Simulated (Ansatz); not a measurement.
Consider K2Sn2O3 (space group R-3m, No. 166; a = 6.0216 Å, c = 14.0887 Å (hexagonal axes)).

Level of theory: PBEsol in Ansatz (plane waves to 420 eV, PAW, scalar-relativistic without spin-orbit coupling).

One change was made to it. Results:

| quantity | base | after |
|---|---|---|
| band gap | 0.98 eV | zero |
| shortest interatomic distance | 2.044 Å | 2.357 Å |
| density | 4.09 g/cm³ | 4.48 g/cm³ |

**Question.** Which of these changes matches the shifts?
A. O → F
B. Sn → Al
C. Sn → Sb

**Answer.** A, O → F. For comparison, the shortest interatomic distance in the other runs: Sn → Al gives 1.751 Å; Sn → Sb gives 2.059 Å.

No phonon test of stability was made. As relaxed here, K2Sn2F3, K2Al2O3 and K2Sb2O3 are hypothetical phases, not in the database extracts checked. All final runs are without spin polarisation. An odd electron count without spin: K2Sn2F3.

Ansatz is an electronic-structure program.
